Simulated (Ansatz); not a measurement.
The starting structures come from a database of crystals and need not be the phases stable at ambient conditions.

 Where the default PAW files enter, the runs use the earlier of Ansatz's two default sets.

**Evanescent states of Cs₂LiGaF₆ (P-3m1, not sure to be the ambient phase, 10 atoms a cell, 18.1 Å³ an atom, -3 GPa at this level) along the normal of (100)**

These are PBEsol (plane waves, PAW; Ansatz, a program for electronic structure) values and carry that method's errors.

The gap is the functional's own. No spin-orbit coupling. Mid-gap values are interpolated on the energy grid.

Energies count from the valence-band top; κ is the least over a 6×6 mesh across the current.

```json
[
 {"E (eV)": "0.14", "κ (1/Å)": "0.302", "where": "Γ"},
 {"E (eV)": "0.42", "κ (1/Å)": "0.356", "where": "Γ"},
 {"E (eV)": "0.70", "κ (1/Å)": "0.393", "where": "Γ"},
 {"E (eV)": "0.98", "κ (1/Å)": "0.420", "where": "Γ"},
 {"E (eV)": "1.26", "κ (1/Å)": "0.439", "where": "Γ"},
 {"E (eV)": "1.54", "κ (1/Å)": "[?]", "where": "Γ"},
 {"E (eV)": "1.82", "κ (1/Å)": "[?]", "where": "Γ"},
 {"E (eV)": "2.10", "κ (1/Å)": "[?]", "where": "Γ"},
 {"E (eV)": "2.38", "κ (1/Å)": "[?]", "where": "Γ"},
 {"E (eV)": "2.66", "κ (1/Å)": "[?]", "where": "Γ"},
 {"E (eV)": "2.94", "κ (1/Å)": "[?]", "where": "Γ"},
 {"E (eV)": "3.22", "κ (1/Å)": "[?]", "where": "Γ"},
 {"E (eV)": "3.50", "κ (1/Å)": "[?]", "where": "Γ"},
 {"E (eV)": "3.78", "κ (1/Å)": "[?]", "where": "Γ"},
 {"E (eV)": "4.06", "κ (1/Å)": "[?]", "where": "Γ"},
 {"E (eV)": "4.34", "κ (1/Å)": "[?]", "where": "Γ"},
 {"E (eV)": "4.62", "κ (1/Å)": "[?]", "where": "Γ"},
 {"E (eV)": "4.90", "κ (1/Å)": "0.353", "where": "Γ"},
 {"E (eV)": "5.18", "κ (1/Å)": "0.315", "where": "Γ"},
 {"E (eV)": "5.46", "κ (1/Å)": "0.266", "where": "Γ"},
 {"E (eV)": "5.74", "κ (1/Å)": "0.195", "where": "Γ"},
 {"E (eV)": "6.02", "κ (1/Å)": "0.036", "where": "Γ"}
]
```

### Question
Some entries are withheld; supply them.

### Answer

- 1.54, κ (1/Å): 0.454
- 1.82, κ (1/Å): 0.464
- 2.10, κ (1/Å): 0.470
- 2.38, κ (1/Å): 0.473
- 2.66, κ (1/Å): 0.473
- 2.94, κ (1/Å): 0.470
- 3.22, κ (1/Å): 0.464
- 3.50, κ (1/Å): 0.455
- 3.78, κ (1/Å): 0.443
- 4.06, κ (1/Å): 0.428
- 4.34, κ (1/Å): 0.408
- 4.62, κ (1/Å): 0.384
